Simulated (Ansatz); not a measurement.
## What uniaxial strain ε_yy = +0.25 % does to Na3Bi

The parent structure is Na3Bi (space group P6_3/mmc, No. 194; a = 5.414 Å, c = 9.634 Å). Axes: x lies along a and z along c of the hexagonal cell.

It is then changed as follows: uniaxial strain ε_yy = +0.25 %, all other strain components held at zero, atoms relaxed at fixed cell.

Calculations: PBEsol (Ansatz, an electronic-structure program, PAW, spin-orbit coupling left out). Γ-centred 10×10×5 mesh, Fermi–Dirac width 0.05 eV.

- Volume per atom: 30.64 Å³ (base 30.57 Å³)
- Space group: Cmcm (No. 63) (base P6_3/mmc (No. 194))
- Shortest interatomic distance: 3.128 Å (base 3.126 Å)
- Energy relative to the base (free energy F): 0.0 meV/atom
- Pressure (mean of the normal stresses, compression positive): 0.0 GPa (base 0.0 GPa)
- Band gap: zero (base zero)
- Stress (xx, yy, zz, yz, xz, xy; compression positive): (0.0, -0.1, 0.0, 0.0, 0.0, 0.0) GPa (rough)

Without a gap, meshes like the base's 10×10×5 leave anisotropic stresses uncertain by several tenths of a GPa, and small strain energies with them. With Bi present, leaving out spin-orbit coupling can change the band edges. No phonon test of stability was made.
